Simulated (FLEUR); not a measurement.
FLEUR run on BW (I4_1/amd, 8 atoms in the cell): self-consistent single point.

Computed with PBEsol, all-electron FLAPW (FLEUR), scalar-relativistic valence.

The change in words: lattice scaled by 0.98. Reference geometry:
```
CELL_PARAMETERS angstrom
     -1.54990     1.54990     8.37606
      1.54990    -1.54990     8.37606
      1.54990     1.54990    -8.37606
ATOMIC_POSITIONS crystal
  B  0.40631 0.90631 0.50000
  B  0.65631 0.65631 0.00000
  B  0.34369 0.34369 0.00000
  B  0.09369 0.59369 0.50000
  W  0.55312 0.05312 0.50000
  W  0.80312 0.80312 0.00000
  W  0.19688 0.19688 0.00000
  W  0.94688 0.44688 0.50000
```

Reference input (self-consistent single point, DFT, PBEsol, all-electron FLAPW (FLEUR), scalar-relativistic valence): Kmax = 4.3 1/bohr; GmaxXC = 12.9 1/bohr; xcFunctional = PBEs; jspins = 1; l_soc = F; mode = hist; fermiSmearingEnergy = 0.00367493 Htr; mesh (inpgen div1-3) = 7 7 7; inpgen gamma flag = false; Gmax = 12.9 1/bohr; numbands = 0; maxIterBroyd = 15. This run's input differs from it in these lines:

```diff
@@ -3,5 +3,5 @@
 &input film=f /
--1.5499040000 1.5499040000 8.3760580000
-1.5499040000 -1.5499040000 8.3760580000
-1.5499040000 1.5499040000 -8.3760580000
+-1.5189060000 1.5189060000 8.2085370000
+1.5189060000 -1.5189060000 8.2085370000
+1.5189060000 1.5189060000 -8.2085370000
 1.8897261246
@@ -50,5 +50,5 @@
          <bravaisMatrix>
-            <row-1>   -2.9288940794220379     2.9288940794220379    15.8284556237648264</row-1>
-            <row-2>    2.9288940794220379    -2.9288940794220379    15.8284556237648264</row-2>
-            <row-3>    2.9288940794220379     2.9288940794220379   -15.8284556237648264</row-3>
+            <row-1>   -2.8703163490116874     2.8703163490116874    15.5118868136457095</row-1>
+            <row-2>    2.8703163490116874    -2.8703163490116874    15.5118868136457095</row-2>
+            <row-3>    2.8703163490116874     2.8703163490116874   -15.5118868136457095</row-3>
          </bravaisMatrix>
```

Output (repeated stretches shortened):

```
 Iteration:     1   Distance:      19.65691656 me/bohr^3
 Iteration:     2   Distance:      16.91170632 me/bohr^3
 Iteration:     3   Distance:       7.66121435 me/bohr^3
 Iteration:     4   Distance:       3.68759378 me/bohr^3
 Iteration:     5   Distance:       2.33856829 me/bohr^3
   [... 9 lines left out ...]
 Iteration:    15   Distance:       0.00012270 me/bohr^3
 Iteration:    16   Distance:       0.00010671 me/bohr^3
 Iteration:    17   Distance:       0.00003849 me/bohr^3
 Iteration:    18   Distance:       0.00000434 me/bohr^3
 Reset of history
 Run finished successfully
 Stop message:
   Structural relaxation: new displacements generated

[file out, last iteration]
             iter=     19
[...]
          total density-effective poten   -1.1246456130E+05
          total charge density-energy d   -1.2990396728E+03
 Updated energy parameters for spin:           1
[...]
 fermi energy and band-weighting factors:

[...]
FERMIE:
          first approx. to ef    (T=0)  :   0.722471 htr   (energy of the highest occ. eigenvalue)
          number of occ. states  (T=0)  :       1363
          first approx. to seigv (T=0)  : -14.690221 htr
          sum of weights of occ. states :  34.014577
          sum of semicore charge        :   0.000000 e
FERHIS:  Fermi-Energy by histogram:
          bandgap                     :   0.000277 htr
   [... lines left out ...]
          charge neutrality (T=0)     :   0.029155    (zero if the highest occ. eigenvalue is "entirely" occupied)
     EF_NEWTON:  Adjust Fermi-Energy by Newton-Method.
 Direct bandgap for spin            1 :    5.7941449156535541E-003  Htr
 ---->    free energy=                    -64744.6645330051 htr
   [... lines left out ...]
      extrapolation for T->0
 ---->    total electron energy=          -64744.6632220128 htr
 ***** TOTAL FORCES ON ATOMS *****
 TOTAL FORCE FOR ATOM TYPE=  1  X=  1.435   Y=  0.000   Z=-14.541
                       FX_TOT= 0.000000 FY_TOT= 0.000000 FZ_TOT= 0.001035
 TOTAL FORCE FOR ATOM TYPE=  2  X=  1.435   Y=  0.000   Z= -9.986
                       FX_TOT= 0.000000 FY_TOT= 0.000000 FZ_TOT=-0.005622
```

The run converged in 18 iterations. FLEUR gives forces in its relaxation mode, with a further iteration, so its stop message speaks of a relaxation. Against the reference run the free energy rises by 78.1 meV/atom.

The starting cell comes from a database of computed structures (which also holds hypothetical and non-ambient phases and stackings), without a prior relaxation at this level. Its lattice was rescaled by a random factor within 2.5 % of one. For this run, on top of that: lattice scaled by 0.98. Spin-orbit coupling is off. Spin polarisation is off. Values depend on the basis (sphere radii, cutoffs, local orbitals), which need not be converged. The log's line on a gap gives a spacing of levels on this mesh, which the program prints for metals too.

Cost on one core of a shared machine: roughly 8 min.
